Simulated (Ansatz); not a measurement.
InSe (C2/m, No. 12, 4 atoms in the cell; start mp-21405; a measured phase of this formula has another space group), treated with r²SCAN+rVV10 (Ansatz, a program for electronic structure, plane waves, PAW).

From the output:

```
Crystal: 4 atoms, lattice volume = 106.571 Å³
Basis set: ecut = 560 eV, 3187 PW (Γ), exchange–correlation on 150×150×120 points (27 copies of the dense FFT grid, shifted against one another)
Bands: 35, of which v1, the nominal top of the filled ones, is band 29 counted from 1 (28 counted from 0)
Symmetry: 4 space group operations
Space group: C2/m (ITA 12), of the structure as read, at distance tolerance 4.7e-5 Å
k-points: 227 of 800
Initial density: superposition of atomic densities (chi_scale 0.1, normalization cell, long waves kept (reshape's long-wave potential 0.03 eV rms))
Functional: x = r2scan, c = r2scan + rvv10(b = 11.95, C = 0.0093); τ floored in thin density (d = 2e-4 eV/Å³)
SCF iter   1: F=—  HF=-22176.794038 eV  |F-HF|=—  |Δ(HF+E_count)|=         —  Δρ=4.21e-2  dr2=2.35e0  dr2_τ=2.04e-2
SCF iter   2: F=—  HF=-22176.317192 eV  |F-HF|=—  |Δ(HF+E_count)|=   4.77e-1  Δρ=1.99e-2  dr2=3.82e-1  dr2_τ=5.83e-3
  ...
SCF iter   9: F=—  HF=-22176.227670 eV  |F-HF|=—  |Δ(HF+E_count)|=   1.06e-8  Δρ=1.03e-6  dr2=1.37e-9  dr2_τ=6.49e-11
SCF iter  10: F=-22176.227670 eV  HF=-22176.227670 eV  |F-HF|=2.18e-11  |Δ(HF+E_count)|=  4.51e-10  Δρ=3.08e-7  dr2=1.19e-10  dr2_τ=6.73e-12
SCF 1 converged in 10 iterations: F = -22176.227670 eV  dr2 = 1.19e-10
SCF converged after 10 iterations
Free energy (F): -22176.227670 eV
Internal energy: -22176.227670 eV  (E = F + TS)
E sigma→0 (E₀):  -22176.227670 eV
Fermi energy:    8.426325 eV
--- Forces (eV/Å), atoms counted from 1 ---
  atom   1  In    -0.00004646    -0.00000000    -0.00005515
  atom   2  In     0.00004646     0.00000000     0.00005515
  atom   3  Se    -0.00000442    -0.00000000     0.00008515
  atom   4  Se     0.00000442     0.00000000    -0.00008515
--- Stress (GPa, compression-positive) ---
       -0.000594      -0.000000      -0.000625
       -0.000000      -0.001106       0.000000
       -0.000625       0.000000      -0.001641
  P = ⅓ Tr σ = -0.0011 GPa (-0.011 kbar)
```

Question: Write an input file that could have produced this run (the log leaves some choices open).

Answer: Several could match; the one computed here: 
Ansatz 0.2 input:
```yaml
crystal:
  lattice:
    - [5.8762892412, -2.0532801414, 0.0637818984]
    - [5.8762892412, 2.0532801414, 0.0637818984]
    - [-1.685756591, 0.0, 4.3979823922]
  atoms:
    - { symbol: In, position: [0.1130984576, 0.1130984576, 0.9644119743] }
    - { symbol: In, position: [0.8869015424, 0.8869015424, 0.0355880257] }
    - { symbol: Se, position: [0.3424528583, 0.3424528583, 0.3505953647] }
    - { symbol: Se, position: [0.6575471417, 0.6575471417, 0.6494046353] }
basis:
  ecutwfc: 560
  ecutrho_ratio: 4
  xc_grid: 3
kpoints:
  mp_grid: { grid: [10, 10, 8] }
  band_path:
    path:
      - [0.0, 0.0, 0.0]
      - [-0.03559, 0.03559, 0.0]
      - [-0.07118, 0.07118, 0.0]
      - [-0.106769, 0.106769, 0.0]
      - [-0.142359, 0.142359, 0.0]
      - [-0.177949, 0.177949, 0.0]
      - [-0.213539, 0.213539, 0.0]
      - [-0.249128, 0.249128, 0.0]
      - [-0.284718, 0.284718, 0.0]
      - [-0.715282, -0.284718, 0.0]
      - [-0.679401, -0.320599, 0.0]
      - [-0.643521, -0.356479, 0.0]
      - [-0.607641, -0.392359, 0.0]
      - [-0.571761, -0.428239, 0.0]
      - [-0.53588, -0.46412, 0.0]
      - [-0.5, -0.5, 0.0]
      - [-0.4, -0.4, 0.0]
      - [-0.3, -0.3, 0.0]
      - [-0.2, -0.2, 0.0]
      - [-0.1, -0.1, 0.0]
      - [-0.071429, -0.071429, 0.071429]
      - [-0.142857, -0.142857, 0.142857]
      - [-0.214286, -0.214286, 0.214286]
      - [-0.285714, -0.285714, 0.285714]
      - [-0.357143, -0.357143, 0.357143]
      - [-0.428571, -0.428571, 0.428571]
      - [-0.5, -0.5, 0.5]
      - [-0.535059, -0.464941, 0.5]
      - [-0.570117, -0.429883, 0.5]
      - [-0.605176, -0.394824, 0.5]
      - [-0.640234, -0.359766, 0.5]
      - [-0.675293, -0.324707, 0.5]
      - [-0.710351, -0.289649, 0.5]
      - [-0.74541, -0.25459, 0.5]
      - [-0.25459, 0.25459, 0.5]
      - [-0.21822, 0.21822, 0.5]
      - [-0.18185, 0.18185, 0.5]
      - [-0.14548, 0.14548, 0.5]
      - [-0.10911, 0.10911, 0.5]
      - [-0.07274, 0.07274, 0.5]
      - [-0.03637, 0.03637, 0.5]
      - [0.0, 0.0, 0.5]
      - [0.0, 0.0, 0.416667]
      - [0.0, 0.0, 0.333333]
      - [0.0, 0.0, 0.25]
      - [0.0, 0.0, 0.166667]
      - [0.0, 0.0, 0.083333]
      - [-0.5, 0.0, 0.5]
      - [-0.45, 0.0, 0.45]
      - [-0.4, 0.0, 0.4]
      - [-0.35, 0.0, 0.35]
      - [-0.3, 0.0, 0.3]
      - [-0.25, 0.0, 0.25]
      - [-0.2, 0.0, 0.2]
      - [-0.15, 0.0, 0.15]
      - [-0.1, 0.0, 0.1]
      - [-0.05, 0.0, 0.05]
      - [-0.0625, 0.0, 0.0]
      - [-0.125, 0.0, 0.0]
      - [-0.1875, 0.0, 0.0]
      - [-0.25, 0.0, 0.0]
      - [-0.3125, 0.0, 0.0]
      - [-0.375, 0.0, 0.0]
      - [-0.4375, 0.0, 0.0]
      - [-0.5, 0.0, 0.0]
    npoints: 1
hamiltonian:
  xc: r2scan
  dispersion: rvv10
  pseudopotentials: { azcp: { folder: ./paw }, kind: paw }
scf:
  occupations: { method: fermi_dirac, width: 0.01 }
  convergence: { dr2_threshold: 0.0000000004 }
output:
  forces: true
  stress: true
  eigenvalues: true
  write_bands: true
```

The PAW data were made under PBE.

A start named mp-… is a Materials Project structure, which need not be a measured phase.
